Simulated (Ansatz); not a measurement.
Reference: LiF (Fm-3m), PBEsol, rigid bands (plane waves, PAW, scalar-relativistic; Ansatz, a first-principles code); axes and stresses refer to this cell.

```xyz
2
Lattice="0.0000 2.0039 2.0039 2.0039 0.0000 2.0039 2.0039 2.0039 0.0000" Properties=species:S:1:pos:R:3 pbc="T T T"
Li     0.0000     0.0000     0.0000
F      2.0039     2.0039     2.0039
```

- Seebeck coefficient, p-type 1e19 cm⁻³: 652 μV/K
- hole conductivity mass: 3.5 mₑ
- band gap: 9.05 eV

**Question.** Change: hydrostatic pressure 5 GPa. What happens to Seebeck coefficient, p-type 1e19 cm⁻³, hole conductivity mass, band gap?

**Answer.** Seebeck coefficient, p-type 1e19 cm⁻³ moves little, to 647 μV/K; hole conductivity mass falls to 3.3 mₑ; band gap increases to 9.62 eV.

Masses are for dilute carriers at 300 K, harmonic means over directions unless an axis is named. Seebeck coefficients are for the stated density at 300 K, with one relaxation time for all states and whether or not that doping can be reached. Spin-orbit coupling is left out unless a row names it. Stresses and pressures are the targets of the relaxation.  The structure type is held under load, also where the real crystal would transform.
